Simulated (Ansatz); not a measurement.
Consider Os in the hcp (Mg type) structure (space group P6_3/mmc, No. 194; a = 2.754 Å, c = 4.347 Å; relaxed with 0.1 eV smearing). Axes: x lies along a and z along c of the hexagonal cell.

The values are results of PBE, PAW, 420 eV (Ansatz, an electronic-structure program; no spin-orbit coupling), not measurements.

Strains are applied to the cell and any free atomic positions relax.

One change was made to it. Results:

```json
[
 {"quantity": "energy relative to the base (free energy F)", "base": "0 meV/atom", "after": "+30 meV/atom"},
 {"quantity": "shortest interatomic distance", "base": "5.090 bohr", "after": "5.190 bohr"},
 {"quantity": "pressure (mean of the normal stresses, compression positive)", "base": "0.0 GPa", "after": "-11.0 GPa"}
]
```

Q: Which of these changes matches the shifts?
A. uniaxial strain ε_zz = −3.00 %
B. uniaxial strain ε_zz = +3.00 %
C. uniaxial strain ε_zz = +1.50 %

A: B, uniaxial strain ε_zz = +3.00 %. For comparison, the energy relative to the base in the other runs: uniaxial strain ε_zz = −3.00 % gives +35 meV/atom; uniaxial strain ε_zz = +1.50 % gives +7.9 meV/atom.

Stability against distortions was not tested. The final runs are not spin-polarised.
